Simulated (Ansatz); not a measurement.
Base system: Ba in the bcc (W type) structure (space group Im-3m, No. 229; relaxed with 0.1 eV smearing).

```
Ba
1.0
   -2.44095     2.44095     2.44095
    2.44095    -2.44095     2.44095
    2.44095     2.44095    -2.44095
Ba
1
Cartesian
  0.00000   0.00000   0.00000
```

Method: Ansatz (a program for electronic structure) PBEsol, no SOC.

For the base:

| Quantity | Result |
|---|---|
| Pressure | 0.0 GPa |

One thing is altered: every lattice vector is shortened by 2.00 %, atoms relaxed at fixed cell.

What happens to the pressure?

The pressure goes from zero to 0.6 GPa.

Estimate the effect on the energy relative to the base.

The energy rises by 6.3 meV/atom.

The cells carry an imposed strain or load. Stability against distortions was not tested.
